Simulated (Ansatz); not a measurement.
An Ansatz (a first-principles code) run: Tl with a change (tensor shear ε_xz = +2.00 %); Ansatz PBEsol, scalar-relativistic without spin-orbit coupling.

Input:

Ansatz 0.2 input:
```yaml
crystal:
  lattice:
    - [3.4760604381, 0, 0.0695212088]
    - [-1.738030219, 3.0103566445, -0.0347606044]
    - [0.1094302782, 0, 5.4715139125]
  atoms:
    - { symbol: Tl, position: [0.6666666667, 0.3333333333, 0.75] }
    - { symbol: Tl, position: [0.3333333333, 0.6666666667, 0.25] }
basis: { ecutwfc: 420, ecutrho_ratio: 4, xc_grid: 2, fft_grid_basis: typed }
kpoints: { mp_grid: { grid: [19, 19, 11] } }
hamiltonian:
  xc: pbesol
  dispersion: none
  pseudopotentials: { kind: paw }
scf: { occupations: { method: fermi_dirac, width: 0.1 }, convergence: { dr2_threshold: 0.0000000002 } }
relax: { f_tol: 0.005, max_steps: 50 }
output: { forces: true, stress: true }
checkpoint: { write: state.ck, write_every: 1000 }
```

Output (explanatory and most iteration lines left out):

```
Relaxation: its limit of steps is 50 (relax.max_steps)
Pseudopotential: Tl, paw, valence charge 13
Crystal: 2 atoms, lattice volume = 57.232 Å³
Basis set: ecut = 420 eV, 1113 PW (Γ), exchange–correlation on 48×48×80 points (8 copies of the dense FFT grid, shifted against one another)
Bands: 17, of which v1, the nominal top of the filled ones, is band 13 counted from 1 (12 counted from 0)
Symmetry: 4 space group operations
Space group: C2/c (ITA 15), of the structure as read, at distance tolerance 3.9e-5 Å
k-points: 1050 of 3971
Functional: x = pbesol(κ = 0.804, μ = 0.12345679012345678), c = pbesol(β = 0.046)
SCF iter   1: F=—  HF=-22591.369095 eV  |F-HF|=—  |Δ(HF+E_count)|=         —  Δρ=2.63e-3  dr2=4.55e-3  ethr=1.77e-3  ⟨swp⟩=5.8  Hψ=87483  notcnv=0
SCF iter   2: F=—  HF=-22591.365692 eV  |F-HF|=—  |Δ(HF+E_count)|=   3.40e-3  Δρ=1.06e-3  dr2=8.93e-4  ethr=1.75e-5  ⟨swp⟩=2.5  Hψ=39781  notcnv=0
SCF 1 converged in 8 iterations: F = -22591.365361 eV  dr2 = 7.45e-12
relax step   1: F+E_penalty+E_count = -22591.36536094 eV  Δ(F+E_penalty+E_count) = +0.000e0 eV  max|allowed force component| = 3.412e-3 eV/Å  Δτ_max = 0.0000 Å  (8 SCF iters, accepted)
SCF converged after 8 iterations
Free energy (F): -22591.365361 eV
Internal energy: -22591.338169 eV  (E = F + TS)
E sigma→0 (E₀):  -22591.351765 eV
Entropy (-TS):   -0.027191 eV (-13.596 meV/atom)
Fermi energy:    10.228108 eV
--- Forces (eV/Å), atoms counted from 1 ---
  atom   1  Tl    -0.00000000    -0.00341173     0.00000000
  atom   2  Tl     0.00000000     0.00341173     0.00000000
--- Stress (GPa, compression-positive) ---
       -0.002616       0.000000      -0.369782
        0.000000       0.034529       0.000000
       -0.369782       0.000000       0.061833
  P = ⅓ Tr σ = 0.0312 GPa (0.312 kbar)
--- Relaxed structure (1 steps of the walk, 1 accepted, 0 SCFs on fresh bases) ---
  atoms:
    - { symbol: Tl, position: [0.6666666666500001, 0.3333333333, 0.75] }
    - { symbol: Tl, position: [0.33333333334999987, 0.6666666667000001, 0.25] }
```

The cells carry an imposed strain or load. Whether these cells are dynamically stable was not tested. The cell was made from Tl in the hcp (Mg type) structure (space group P6_3/mmc, No. 194) by this change: tensor shear ε_xz = +2.00 %.
